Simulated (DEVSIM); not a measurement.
Structure: abrupt GaAs p-n junction, at 300 K.

```
layer (left to right)  material  thickness (μm)  Nd (cm⁻³)  Na (cm⁻³)   τn (s)   τp (s)
---------------------  --------  --------------  ---------  ---------  -------  -------
1                          GaAs            1.20          -       7e16  8.3e-10  8.3e-10
2                          GaAs             110     9.1e16          -  8.3e-10  8.3e-10
```

Left contact: ohmic. Right contact: ohmic. Voltage is applied to the left contact. Recombination: SRH at mid-gap, Auger. Mobility is constant in doping.

This is a model device: material constants are rounded textbook-type values typed into the input, and sizes, dopings and lifetimes were drawn at random. Values at 300 K.

| parameter | GaAs |
|---|---|
| gap (eV) | 1.424 |
| affinity (eV) | 4.07 |
| permittivity | 12.9 |
| Nc (cm⁻³) | 4.7e17 |
| Nv (cm⁻³) | 9e18 |
| μn (cm²/Vs) | 8500 |
| μp (cm²/Vs) | 400 |
| Cn (cm⁶/s) | 1e-30 |
| Cp (cm⁶/s) | 1e-30 |

DEVSIM, 1D drift-diffusion, Boltzmann statistics, complete ionisation; no tunnelling, impact ionisation, image-force lowering or self-heating.

Problem. Give the small-signal capacitance in reverse bias (quasi-static).

Solution. 
```json
[
 {"V (V)": "-0.2", "C (nF/cm²)": "50.8"},
 {"V (V)": "-0.5", "C (nF/cm²)": "46.1"},
 {"V (V)": "-1", "C (nF/cm²)": "40.5"},
 {"V (V)": "-1.5", "C (nF/cm²)": "36.6"},
 {"V (V)": "-2", "C (nF/cm²)": "33.6"},
 {"V (V)": "-3", "C (nF/cm²)": "29.3"},
 {"V (V)": "-4", "C (nF/cm²)": "26.4"},
 {"V (V)": "-5", "C (nF/cm²)": "24.2"},
 {"V (V)": "-6.5", "C (nF/cm²)": "21.7"},
 {"V (V)": "-8", "C (nF/cm²)": "19.8"},
 {"V (V)": "-10", "C (nF/cm²)": "18.0"}
]
```
